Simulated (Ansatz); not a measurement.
Reference: Si (Fd-3m), HSE06, rigid bands (plane waves, PAW, scalar-relativistic; Ansatz, a program for electronic structure); axes and stresses refer to this cell.

```
Si
1.0
    0.00000     2.71683     2.71683
    2.71683     0.00000     2.71683
    2.71683     2.71683     0.00000
Si
2
Direct
  0.00000   0.00000   0.00000
  0.25000   0.25000   0.25000
```

- band gap = 1.13 eV
- hole conductivity mass = 0.32 mₑ
- Seebeck coefficient, n-type 1e19 cm⁻³ = -304 μV/K

Task: Change: biaxial stress in (001) of -3.6 GPa (compression positive). What happens to band gap, hole conductivity mass, Seebeck coefficient, n-type 1e19 cm⁻³?

Result: band gap falls to 0.72 eV; hole conductivity mass drops to 0.28 mₑ; Seebeck coefficient, n-type 1e19 cm⁻³ drops in size to -216 μV/K.

Masses are for dilute carriers at 300 K, harmonic means over directions unless an axis is named. Seebeck coefficients are for the stated density at 300 K, with one relaxation time for all states and whether or not that doping can be reached. Spin-orbit coupling is left out unless a row names it. Stresses and pressures are the targets of the relaxation.  The structure type is held under load, also where the real crystal would transform.
